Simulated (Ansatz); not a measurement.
Results of r²SCAN+rVV10 (Ansatz, a program for electronic structure, plane waves, PAW) for LuC2 (I4/mmm, No. 139; cell taken from a computed entry).

Settings: plane-wave cutoff 500 eV, 16×16×16 k mesh, Fermi–Dirac smearing 0.05 eV, scalar-relativistic PAW data made under PBE.

Computed at the level's own relaxed cell.

### Question
Give the computed volume per atom, equilibrium lattice constant a and lattice parameter c.

### Answer

volume per atom: 12.56 Å³/atom
equilibrium lattice constant a: 3.541 Å
lattice parameter c: 6.012 Å

The run finds no gap.

Note: the relaxation could not lower the start's symmetry, so the cell can be a saddle point above a distorted one.

Spin–orbit coupling is not included.

Static lattice: no zero-point or thermal effects.
